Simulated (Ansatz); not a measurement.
The parent structure is CdS in the wurtzite structure (space group P6_3mc, No. 186; a = 4.196 Å, c = 6.830 Å). Axes: x lies along a and z along c of the hexagonal cell.

Method: DFT with PBE, PAW potentials and a 420 eV plane-wave cutoff in Ansatz (a program for electronic structure), no spin-orbit coupling.

For the base:

| Property | Value |
|---|---|
| Gap character | direct at Γ |
| Electron mass | 0.12 mₑ along c, 0.13 mₑ across (at Γ) |

The change: biaxial strain −0.40 %, plane normal [001], relaxed out of plane (Cartesian); in-plane vectors clamped, the third vector and the atoms free.

Q: Predict the new out-of-plane strain.

A: The out-of-plane strain amounts to +0.34 %.

Q: Estimate the effect on the gap character.

A: The gap character remains direct at Γ.

Q: Estimate the effect on the electron mass.

A: The electron mass goes from 0.12 mₑ along c, 0.13 mₑ across (at Γ) to 0.12 mₑ out of plane, 0.13 mₑ in plane (at Γ).

Effective masses come from finite differences of ±0.01 Å⁻¹. Stability against distortions was not tested.
